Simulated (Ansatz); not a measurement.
Results of PBEsol in Ansatz (plane waves, PAW) for CsCl-type CoAl.

The input as run:

Ansatz 0.2 input:
```yaml
crystal:
  lattice:
    - [2.861, 0.0, 0.0]
    - [0.0, 2.861, 0.0]
    - [0.0, 0.0, 2.861]
  atoms:
    - { symbol: Al, position: [0.5, 0.5, 0.5] }
    - { symbol: Co, position: [0.0, 0.0, 0.0] }
basis:
  ecutwfc: 520
  ecutrho_ratio: 4
  xc_grid: 2
kpoints:
  mp_grid: { grid: [20, 20, 20] }
hamiltonian:
  xc: pbesol
  dispersion: none
  pseudopotentials: { kind: paw }
scf:
  occupations: { method: fermi_dirac, width: 0.05 }
  convergence: { dr2_threshold: 0.0000000002 }
output:
  forces: true
  stress: true
  eigenvalues: true
```

### Question
How many irreducible k-points, plane waves at Γ does the program set up, and what pressure does the run end with?

### Answer
286 irreducible k-points, 619 plane waves at Γ; P = -7.18 GPa, so the cell is stretched on average and its volume would shrink at this level.

Output (set-up and result lines):

```
Crystal: 2 atoms, lattice volume = 23.418 Å³
Basis set: ecut = 520 eV, 619 PW (Γ), exchange–correlation on 48×48×48 points (8 copies of the dense FFT grid, shifted against one another)
Bands: 14, of which v1, the nominal top of the filled ones, is band 10 counted from 1 (9 counted from 0)
Symmetry: 48 space group operations
Space group: Pm-3m (ITA 221), of the structure as read, at distance tolerance 2.9e-5 Å
k-points: 286 of 8000
Functional: x = pbesol(κ = 0.804, μ = 0.12345679012345678), c = pbesol(β = 0.046)
SCF iter   1: F=—  HF=-5618.768402 eV  |F-HF|=—  |Δ(HF+E_count)|=         —  Δρ=2.56e-2  dr2=9.18e-2
SCF iter   2: F=—  HF=-5618.759512 eV  |F-HF|=—  |Δ(HF+E_count)|=   8.89e-3  Δρ=1.07e-2  dr2=1.82e-2
  ...
SCF iter   6: F=—  HF=-5618.757633 eV  |F-HF|=—  |Δ(HF+E_count)|=   8.69e-9  Δρ=4.18e-6  dr2=2.47e-9
SCF iter   7: F=-5618.757633 eV  HF=-5618.757633 eV  |F-HF|=9.09e-13  |Δ(HF+E_count)|=  1.93e-10  Δρ=1.49e-7  dr2=2.76e-12
SCF 1 converged in 7 iterations: F = -5618.757633 eV  dr2 = 2.76e-12
SCF converged after 7 iterations
Free energy (F): -5618.757633 eV
Internal energy: -5618.750661 eV  (E = F + TS)
E sigma→0 (E₀):  -5618.754147 eV
Fermi energy:    14.143728 eV
--- Forces (eV/Å), atoms counted from 1 ---
  atom   1  Al     0.00000000    -0.00000000     0.00000000
  atom   2  Co    -0.00000000     0.00000000    -0.00000000
--- Stress (GPa, compression-positive) ---
       -7.175630       0.000000       0.000000
        0.000000      -7.175630       0.000000
        0.000000       0.000000      -7.175630
  P = ⅓ Tr σ = -7.1756 GPa (-71.756 kbar)
```

The PAW data were made under PBE.

Note: cell and atoms aren't relaxed at this level (pressure -7.2 GPa).

It cost roughly 7 core-seconds of CPU time.

Ansatz is a first-principles code.
